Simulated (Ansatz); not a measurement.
An Ansatz (an electronic-structure program) run: Cd with a change (pressure −2 GPa); PBE/PAW in Ansatz, spin-orbit coupling left out.

Input:

Ansatz 0.2 input:
```yaml
crystal:
  lattice:
    - [3.0288386918, 0, 0]
    - [-1.5144193459, 2.6230512511, 0]
    - [0, 0, 5.9365592011]
  atoms:
    - { symbol: Cd, position: [0.3333333333, 0.6666666667, 0.75] }
    - { symbol: Cd, position: [0.6666666667, 0.3333333333, 0.25] }
basis: { ecutwfc: 420, ecutrho_ratio: 4, xc_grid: 2, fft_grid_basis: typed }
kpoints: { mp_grid: { grid: [18, 18, 8] } }
hamiltonian:
  xc: pbe
  dispersion: none
  pseudopotentials: { kind: paw }
scf: { occupations: { method: fermi_dirac, width: 0.05 } }
relax: { f_tol: 0.01, max_steps: 60, cell: { stress_tol: 0.02, p_target: -2.0 } }
output: { forces: true, stress: true }
checkpoint: { write: state.ck, write_every: 1000 }
```

Output (explanatory and most iteration lines left out):

```
Relaxation: its limit of steps is 60 (relax.max_steps)
Pseudopotential: Cd, paw, valence charge 20
Crystal: 2 atoms, lattice volume = 47.165 Å³
Basis set: ecut = 420 eV, 919 PW (Γ), exchange–correlation on 48×48×80 points (8 copies of the dense FFT grid, shifted against one another)
Bands: 24, of which v1, the nominal top of the filled ones, is band 20 counted from 1 (19 counted from 0)
Symmetry: 24 space group operations
Space group: P63/mmc (ITA 194), of the structure as read, at distance tolerance 3.6e-5 Å
k-points: 185 of 2592
Functional: x = pbe(κ = 0.804, μ = 0.2195149727645171), c = pbe(β = 0.06672455060314922)
SCF iter   1: F=—  HF=-16508.905341 eV  |F-HF|=—  |Δ(HF+E_count)|=         —  Δρ=9.10e-4  dr2=4.43e-4  ethr=1.77e-3  ⟨swp⟩=5.9  Hψ=17248  notcnv=0
SCF iter   2: F=—  HF=-16508.905875 eV  |F-HF|=—  |Δ(HF+E_count)|=   5.35e-4  Δρ=6.21e-4  dr2=2.30e-4  ethr=1.11e-6  ⟨swp⟩=2.1  Hψ=8066  notcnv=0
SCF 1 converged in 6 iterations: F = -16508.905883 eV  dr2 = 2.75e-8
relax step   1: F+E_penalty+E_count = -16508.90588258 eV  Δ(F+E_penalty+E_count) = +0.000e0 eV  max|allowed force component| = 9.714e-17 eV/Å  Δτ_max = 0.0000 Å  P = -1.005 GPa  Ω = 47.165 Å³  (6 SCF iters, dr2 threshold 1.00e-7 eV, accepted)
[... steps on the carried basis left out ...]
relax step   6: F+E_penalty+E_count = -16508.88966007 eV  Δ(F+E_penalty+E_count) = -5.983e-4 eV  max|allowed force component| = 5.551e-17 eV/Å  Δτ_max = 0.0000 Å  P = -2.002 GPa  Ω = 48.862 Å³  stress off target by 2.99e-3 GPa  SCF on the basis re-selected at this cell (its energy is not comparable with the rows above)  (7 SCF iters)
SCF converged after 7 iterations
Free energy (F): -16508.889660 eV
Internal energy: -16508.885007 eV  (E = F + TS)
E sigma→0 (E₀):  -16508.887334 eV
Entropy (-TS):   -0.004653 eV (-2.326 meV/atom)
Fermi energy:    12.475629 eV
--- Forces (eV/Å), atoms counted from 1 ---
  atom   1  Cd    -0.00000000     0.00000000     0.00000000
  atom   2  Cd    -0.00000000    -0.00000000     0.00000000
--- Stress (GPa, compression-positive) ---
       -2.002987       0.000000       0.000000
        0.000000      -2.002987       0.000000
        0.000000       0.000000      -2.000909
  P = ⅓ Tr σ = -2.0023 GPa (-20.023 kbar)
--- Relaxed structure (5 steps of the walk, 5 accepted, 1 SCFs on fresh bases) ---
  cell:  # Å, volume = 48.8623 Å³
    - [3.04578440668541, -2.354511728861234e-35, 0.0]
    - [-1.522892203342705, 2.6377266706400797, 0.0]
    - [0.0, 0.0, 6.081976458906869]
  atoms:
    - { symbol: Cd, position: [0.3333333333333333, 0.6666666666666666, 0.7499999999999999] }
    - { symbol: Cd, position: [0.6666666666666666, 0.3333333333333333, 0.24999999999999997] }
```

Load acts through the strain it causes; cell and atoms are relaxed under it. Stability against distortions was not tested. The cell was made from Cd in the hcp (Mg type) structure (space group P6_3/mmc, No. 194) by this change: pressure −2 GPa.
